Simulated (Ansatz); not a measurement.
How far PBE and r2SCAN part for LiNbO3, isotropic strain −4.45 %

Start from LiNbO3 (space group R3c, No. 161; a = 5.190 Å, c = 14.016 Å (hexagonal axes)).

(Cell as relaxed with PBE.)

Levels (all Ansatz, a quantum-chemistry and plane-wave program, PAW): PBE (420 eV, spin-orbit coupling left out); r2SCAN (500 eV, spin-orbit coupling left out).

Each level relaxes its own structure.

| base | PBE | r2SCAN |
|---|---|---|
| volume per atom | 10.90 Å³ | 10.58 Å³ |
| lattice parameter a | 5.190 Å | 5.137 Å |

Perturbation: every lattice vector is shortened by 4.45 %, atoms relaxed at fixed cell.

```tsv
quantity	PBE	r2SCAN
largest internal atomic displacement	0.121 Å	[?]
energy relative to the base (free energy F)	+75 meV/atom	[?]
pressure (mean of the normal stresses, compression positive)	19.60 GPa	[?]
```

### Question
What does r2SCAN give?

### Answer

- largest internal atomic displacement, r2SCAN: 0.122 Å
- energy relative to the base (free energy F), r2SCAN: +81 meV/atom
- pressure (mean of the normal stresses, compression positive), r2SCAN: 21.67 GPa

PBE's energy relative to the base lies 6.1 meV/atom below r2SCAN's; PBE's pressure lies 2.077 GPa below r2SCAN's. Neither level is exact; r2SCAN is the comparison here, not a measurement.

Stability against distortions was not tested.
